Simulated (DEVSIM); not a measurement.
System: illuminated Si p-on-n cell, one wavelength, with a back-surface field, at 400 K.

Layer 1 from the left is Si, thickness (μm) 0.0810, Na (cm⁻³) 3e18, τn (s) 1.6e-7, τp (s) 3.9e-7, absorption coefficient (cm⁻¹) 4700. Layer 2 from the left is Si, thickness (μm) 40.0, Nd (cm⁻³) 3.8e15, τn (s) 4.7e-6, τp (s) 4.7e-6, absorption coefficient (cm⁻¹) 4700. Layer 3 from the left is Si, thickness (μm) 0.320, Nd (cm⁻³) 4.1e18, τn (s) 4.7e-6, τp (s) 4.7e-6, absorption coefficient (cm⁻¹) 4700.

Left contact: ohmic, minority electron recombination velocity 2e6 cm/s. Right contact: ohmic, minority hole recombination velocity 800 cm/s. Voltage is applied to the left contact. Recombination: SRH at mid-gap, radiative, Auger. Gap narrowing is on: ΔEg = 6.92 meV × (l + √(l² + 0.5)), l = ln(N/1.3e17 cm⁻³), shared equally by both band edges. Light enters at the left, 6.7e16 photons cm⁻² s⁻¹, one pass, no reflection. Mobility is μmin + (μ − μmin)/(1 + (N/Nref)^α).

The device is made up for the run: typed textbook-type constants, with dimensions and the other settings drawn at random. Values at 300 K; Nc and Nv go as T^1.5, mobilities as T to minus their exponent, the gap by Varshni's rule with the affinity fixed.

Si: gap (eV) 1.124, affinity (eV) 4.05, permittivity 11.7, Nc (cm⁻³) 2.86e19, Nv (cm⁻³) 3.1e19, μn (cm²/Vs) 1417, μp (cm²/Vs) 470, μn,min 52, μp,min 45, Nref,n 9.7e16, Nref,p 2.2e17, αn 0.68, αp 0.72, T exponent of μn 2.3, T exponent of μp 2.2, B (cm³/s) 4.7e-15, Cn (cm⁶/s) 2.8e-31, Cp (cm⁶/s) 9.9e-32, Varshni α (eV/K) 0.000473, Varshni β (K) 636.

Model (solved in DEVSIM): 1D drift-diffusion, Boltzmann statistics, complete ionisation; no tunnelling, impact ionisation, image-force lowering or self-heating.

Dark forward current:

```csv
|V| (V),|J| (A/cm²)
0.05,1.218e-5
0.10,6.207e-5
0.15,0.0002706
0.20,0.001151
0.25,0.004873
0.30,0.02053
0.35,0.08462
0.40,0.3268
0.45,1.141
0.50,3.650
0.55,10.78
0.60,29.40
0.65,74.45
0.70,176.6
0.75,393.9
0.80,818.6
0.85,1555
0.90,2670
```

Question: Work out the local ideality factor n = ΔV / (kT/q · ln(J2/J1)) between the rows 0.15 and 0.20 V, 0.85 and 0.90 V.

Answer: kT/q = 34.47 mV. From 0.15 to 0.20 V: ln(0.001151/0.0002706) = 1.448, n = 1.00, near the 1 of diffusion or emission over a barrier. From 0.85 to 0.90 V: ln(2670/1555) = 0.541, n = 2.68.

Question: What current could the absorbed light give at most, and what share is collected?

Answer: Σ αd = 19.0, so qΦ(1 − exp(−Σ αd)) = 10.7 mA/cm². The simulated short-circuit current is 10.42 mA/cm², a share of 0.97.

Question: Estimate the open-circuit voltage by superposition: the voltage at which the dark current equals that short-circuit current.

Answer: Interpolating ln J in the table gives 0.276 V. The simulation gives 0.276 V, the same within the digits that matter. Superposition holds where collection doesn't change with voltage.
